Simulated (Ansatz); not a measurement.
SiO₂ (model structure, started from the brookite type, Pbca, No. 61, 24 atoms in the cell), treated with PBEsol (Ansatz, a program for electronic structure, PAW).

Numerical settings: plane-wave cutoff 520 eV, 8×4×8 k mesh (along the axes of the cell as run), Fermi–Dirac smearing 0.01 eV, scalar-relativistic PAW data made under PBE.

Cell (relaxed at this level):

```yaml
crystal:
  lattice:
    - [4.68939, 0.00000, 0.00000]
    - [0.00000, 8.30031, 0.00000]
    - [0.00000, 0.00000, 4.99978]
  atoms:
    - { symbol: Si, position: [0.12728, 0.12794, 0.88855] }
    - { symbol: Si, position: [0.62728, 0.37206, 0.11145] }
    - { symbol: Si, position: [0.37272, 0.87206, 0.38855] }
    - { symbol: Si, position: [0.87272, 0.62794, 0.61145] }
    - { symbol: Si, position: [0.87272, 0.87206, 0.11145] }
    - { symbol: Si, position: [0.37272, 0.62794, 0.88855] }
    - { symbol: Si, position: [0.62728, 0.12794, 0.61145] }
    - { symbol: Si, position: [0.12728, 0.37206, 0.38855] }
    - { symbol: O, position: [0.81962, 0.01027, 0.84918] }
    - { symbol: O, position: [0.31962, 0.48973, 0.15082] }
    - { symbol: O, position: [0.68038, 0.98973, 0.34918] }
    - { symbol: O, position: [0.18038, 0.51027, 0.65082] }
    - { symbol: O, position: [0.18038, 0.98973, 0.15082] }
    - { symbol: O, position: [0.68038, 0.51027, 0.84918] }
    - { symbol: O, position: [0.31962, 0.01027, 0.65082] }
    - { symbol: O, position: [0.81962, 0.48973, 0.34918] }
    - { symbol: O, position: [0.45664, 0.23246, 0.88778] }
    - { symbol: O, position: [0.95664, 0.26754, 0.11222] }
    - { symbol: O, position: [0.04336, 0.76754, 0.38778] }
    - { symbol: O, position: [0.54336, 0.73246, 0.61222] }
    - { symbol: O, position: [0.54336, 0.76754, 0.11222] }
    - { symbol: O, position: [0.04336, 0.73246, 0.88778] }
    - { symbol: O, position: [0.95664, 0.23246, 0.61222] }
    - { symbol: O, position: [0.45664, 0.26754, 0.38778] }
```

Estimate the band gap that the calculation returns.


* **band gap**: 5.73 eV (on the SCF k mesh)

Note: the relaxation could raise the start's symmetry but not lower it, so the cell can be a saddle point.

Static lattice: no zero-point or thermal effects.

It cost about 25 core-minutes (a rough figure) of CPU time.

A model structure was made by putting elements into a prototype or built by hand; it is no filed structure, need not be a known phase, and can be a saddle point held by its symmetry.
